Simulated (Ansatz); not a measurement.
Base system: YN in the rock salt structure (space group Fm-3m, No. 225; a = 4.896 Å). Axes: x, y, z lie along the cube axes.

All numbers come from r2SCAN (Ansatz, a first-principles code; PAW; 500 eV plane waves; no SOC).

For the base:

- Band gap = 0.58 eV
- Shortest interatomic distance = 2.448 Å

One thing is altered: a free-standing slab of 3 layers (6 atoms, 2 a layer) is cut normal to the z axis, with 15 Å of vacuum and the in-plane cell held at bulk.

Question: Predict the new gap character, band gap and shortest interatomic distance.

Answer: The gap character is direct at Γ; the band gap rises by 0.17 eV to 0.75 eV; the shortest interatomic distance falls by 0.095 Å (2.448 Å → 2.353 Å).

No phonon test of stability was made. Labels are those of the standard path for the cell's own space group.
